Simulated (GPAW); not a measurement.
**GPAW run on LiF (Fm-3m, 2 atoms in the cell): self-consistent single point**

Computed with PBE, GPAW PAW datasets PBE (gpaw-data 1.0.1) (plane waves; GPAW 25.7.0).

Input as run:

```python
from ase import Atoms
from ase.units import GPa
from gpaw import GPAW, PW

atoms = Atoms(['Li', 'F'],
              cell=[[0.000000, 2.018031, 2.018031],
                    [2.018031, 0.000000, 2.018031],
                    [2.018031, 2.018031, 0.000000]],
              scaled_positions=[[0.000000, 0.000000, 0.000000],
                                [0.500000, 0.500000, 0.500000]],
              pbc=True)

calc = GPAW(mode=PW(950),
            xc='PBE',
            kpts=(9, 9, 9),
            occupations={'name': 'fixed-uniform'},
            nbands=-4,
            convergence={'density': 1e-05, 'bands': -2},
            symmetry={'symmorphic': False, 'tolerance': 0.0005},
            maxiter=120,
            txt='-')

atoms.calc = calc

energy = atoms.get_potential_energy()
print('Energy (eV):', round(energy, 6))
forces = atoms.get_forces()
print('Forces (eV/Ang):')
print(forces.round(5))
stress = atoms.get_stress()
print('Stress (GPa, Voigt):', (stress / GPa).round(4))
```

The program printed (abridged):

```
Input parameters:
  convergence: {bands: -2,
                density: 1e-05}
  kpts: [9 9 9]
  maxiter: 120
  mode: {ecut: 950.0,
         name: pw}
  nbands: -4
  occupations: {name: fixed-uniform}
  symmetry: {symmorphic: False,
             tolerance: 0.0005}
  xc: PBE

species:
  Li:
    name: Lithium
    Z: 3.0
    valence: 1
    core: 2
    charge: 0.0
    file: Li.PBE.gz

    # Using partial waves for Li as LCAO basis

  F:
    name: Fluorine
    Z: 9.0
    valence: 7
    core: 2
    charge: 0.0
    file: F.PBE.gz

    # Using partial waves for F as LCAO basis

Reference energy: -2916.868605  # eV

Spin-paired calculation

Convergence criteria:
 Maximum [total energy] change in last 3 cyles: 0.0005 eV / valence electron
 Maximum integral of absolute [dens]ity change: 1e-05 electrons / valence electron
 Maximum integral of absolute [eigenst]ate change: 4e-08 eV^2 / valence electron
 Maximum number of scf [iter]ations: 120

Symmetries present (total): 48
Symmetries with fractional translations: 0
729 k-points: 9 x 9 x 9 Monkhorst-Pack grid
35 k-points in the irreducible part of the Brillouin zone
       k-points in crystal coordinates                weights
   0:     0.00000000    0.00000000    0.00000000          1/729
   1:     0.11111111    0.11111111    0.00000000          6/729
   2:     0.11111111    0.11111111    0.11111111          8/729
   [... 7 lines left out ...]
          ...
  34:     0.44444444    0.44444444    0.44444444          8/729

Wave functions: Plane wave expansion
  Cutoff energy: 950.000 eV
  Number of coefficients (min, max): 1067, 1113
  Pulay-stress correction: 0.000000 eV/Ang^3 (de/decut=0.000000)

Occupation numbers: # Uniform distribution of occupation numbers

Eigensolver

Densities:
  Coarse grid: 21*21*21 grid
  Fine grid: 42*42*42 grid
  Total Charge: 0.000000

Density mixing:
  Method: separate
  Backend: pulay
  Linear mixing parameter: 0.05
  old densities: 5
  Damping of long wavelength oscillations: 50

Hamiltonian:
  XC and Coulomb potentials evaluated on a 42*42*42 grid
  External potential:
    NoExternalPotential

XC parameters: PBE with 2 nearest neighbor stencil

Number of atoms: 2
Number of atomic orbitals: 8
Number of bands in calculation: 8
Number of valence electrons: 8
Bands to converge: 6

Density initialized from atomic densities
  8 bands from LCAO basis set

Atomic positions and initial magnetic moments

Positions:
   0 Li     0.000000    0.000000    0.000000    ( 0.0000,  0.0000,  0.0000)
   1 F      2.018031    2.018031    2.018031    ( 0.0000,  0.0000,  0.0000)

Unit cell:
           periodic     x           y           z      points  spacing
  1. axis:    yes    0.000000    2.018031    2.018031    21     0.1110
  2. axis:    yes    2.018031    0.000000    2.018031    21     0.1110
  3. axis:    yes    2.018031    2.018031    0.000000    21     0.1110

  Lengths:   2.853927   2.853927   2.853927
  Angles:   60.000000  60.000000  60.000000

Effective grid spacing dv^(1/3) = 0.1211

     iter     time        total  log10-change:
                         energy   eigst   dens
iter:   1 --:--:--    -9.794684   +1.05
iter:   2 --:--:--    -9.740588   +0.31  -1.13
iter:   3 --:--:--    -9.588589   -0.19  -1.17
iter:   4 --:--:--    -9.618108   -0.71  -1.38
iter:   5 --:--:--    -9.598532   -1.49  -1.69
iter:   6 --:--:--    -9.598716   -2.42  -2.68
iter:   7 --:--:--    -9.598988c  -3.15  -2.58
iter:   8 --:--:--    -9.598494c  -3.18  -2.62
iter:   9 --:--:--    -9.598494c  -4.72  -3.88
iter:  10 --:--:--    -9.598495c  -5.63  -3.90
iter:  11 --:--:--    -9.598494c  -6.42  -3.82
iter:  12 --:--:--    -9.598495c  -6.99  -3.83
iter:  13 --:--:--    -9.598493c  -5.86  -3.89
iter:  14 --:--:--    -9.598493c  -6.46  -4.11
iter:  15 --:--:--    -9.598494c  -7.02  -4.13
iter:  16 --:--:--    -9.598494c  -7.50c -4.40
iter:  17 --:--:--    -9.598494c  -7.26  -4.42
iter:  18 --:--:--    -9.598494c  -7.19  -4.56
iter:  19 --:--:--    -9.598494c  -8.03c -4.78
iter:  20 --:--:--    -9.598494c  -2.17  -4.89
iter:  21 --:--:--    -9.598494c  -1.71  -4.90
iter:  22 --:--:--    -9.598494c  -3.64  -4.99
iter:  23 --:--:--    -9.598494c  -5.09  -4.98
iter:  24 --:--:--    -9.598494c  -5.85  -5.00
iter:  25 --:--:--    -9.598494c  -6.33  -4.99
iter:  26 --:--:--    -9.598494c  -6.61  -4.99
iter:  27 --:--:--    -9.598494c  -1.69  -5.19c
iter:  28 --:--:--    -9.598494c  -1.84  -5.35c
iter:  29 --:--:--    -9.598494c  -2.55  -5.38c
iter:  30 --:--:--    -9.598494c  -3.23  -5.44c
iter:  31 --:--:--    -9.598494c  -3.66  -5.74c
iter:  32 --:--:--    -9.598494c  -4.24  -5.52c
iter:  33 --:--:--    -9.598494c  -5.15  -6.13c
iter:  34 --:--:--    -9.598494c  -5.57  -6.18c
iter:  35 --:--:--    -9.598494c  -6.26  -6.20c
iter:  36 --:--:--    -9.598494c  -6.95  -6.24c
iter:  37 --:--:--    -9.598494c  -7.55c -6.20c

Converged after 37 iterations.

Dipole moment: (-0.000000, -0.000000, -0.000000) |e|*Ang

Energy contributions relative to reference atoms: (reference = -2916.868605)

Kinetic:        +11.140349
Potential:      -10.841615
External:        +0.000000
XC:              -9.914494
Entropy (-ST):   +0.000000
Local:           +0.017266
SIC:             +0.000000
--------------------------
Free energy:     -9.598494
Extrapolated:    -9.598494

Showing only first 2 kpts
 Kpt  Band  Eigenvalues  Occupancy
  0     2     -0.71766    2.00000
  0     3     -0.71766    2.00000
  0     4      8.30337    0.00000
  0     5     23.40323    0.00000

  1     2     -0.83739    2.00000
  1     3     -0.83739    2.00000
  1     4      8.81136    0.00000
  1     5     21.33096    0.00000

Fermi level: 3.79286

Gap: 9.021 eV
Transition (v -> c):
  (s=0, k=0, n=3, [0.00, 0.00, 0.00]) -> (s=0, k=0, n=4, [0.00, 0.00, 0.00])
No difference between direct/indirect transitions
Energy (eV): -9.598494

Forces in eV/Ang:
  0 Li    0.00000   -0.00000   -0.00000
  1 F    -0.00000    0.00000    0.00000

Stress tensor:
    -0.010876     0.000000    -0.000000
     0.000000    -0.010876     0.000000
    -0.000000     0.000000    -0.010876
Stress (GPa, Voigt): [-1.7426 -1.7426 -1.7426  0.     -0.      0.    ]
```

The run converged in 37 iterations. GPAW prints stress with tension positive.

At such cutoffs GPAW's stress carries a finite-basis (Pulay) error, which enters relaxed cells too; its log prints stress with tension positive.

The starting cell comes from a database of computed structures (which also holds hypothetical and non-ambient phases and stackings), without a prior relaxation at this level. Its lattice was rescaled by a random factor within 2.5 % of one.
